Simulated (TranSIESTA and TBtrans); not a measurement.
# Sn chain bridged by a linear H2 unit along the axis

System: Sn chain bridged by a linear H2 unit along the axis. Leads: straight Sn chain, spacing 2.75 Å. Geometry: 4 atoms about the centre moved by SIESTA (PBE, DZP) to a largest force of 0.04 eV/Å, all others as built, motion along the axis alone.

Method: TranSIESTA and TBtrans, PBE, DZP numerical orbitals (energy shift 0.15 eV), PseudoDojo norm-conserving scalar-relativistic potentials, mesh cutoff 200 Ry, 300 K, no spin polarisation, no spin-orbit coupling; self-consistent non-equilibrium Green functions.

```
Item                               Value
---------------------------------  -----
Conductance at 300 K (G0 = 2e²/h)   0.89
Mean T from −0.5 to 0.5 eV          0.88
```

Energies count from the leads' Fermi level. Transmissions are for one spin of a degenerate pair. The energy step is 0.01 eV; narrower resonances are cut or missed.

```csv
E (eV),T,lead channels
-2.00,0.83,1
-1.90,0.84,1
-1.80,0.85,1
-1.70,0.85,1
-1.60,0.85,1
-1.50,0.86,1
-1.40,0.86,1
-1.30,0.86,1
-1.20,0.85,1
-1.10,0.85,1
-1.00,0.85,1
-0.90,0.85,1
-0.80,0.85,band edge
-0.70,0.86,3
-0.60,0.86,3
-0.50,0.87,3
-0.40,0.88,3
-0.30,0.89,3
-0.20,0.90,3
-0.10,0.90,3
0.00,0.89,3
0.10,0.88,3
0.20,0.87,3
0.30,0.86,3
0.40,0.84,3
0.50,0.83,3
0.60,0.83,3
0.70,0.82,3
0.80,0.82,3
0.90,0.81,3
1.00,0.81,3
1.10,0.81,3
1.20,0.81,3
1.30,0.81,3
1.40,0.81,3
1.50,0.81,3
1.60,0.82,3
1.70,0.83,3
1.80,0.84,3
1.90,0.85,3
2.00,0.87,3
```

The straight chain is held at its spacing; free chains may zigzag or dimerise. No spin-polarised start was tried, so a magnetic state, if there is one, is missed.
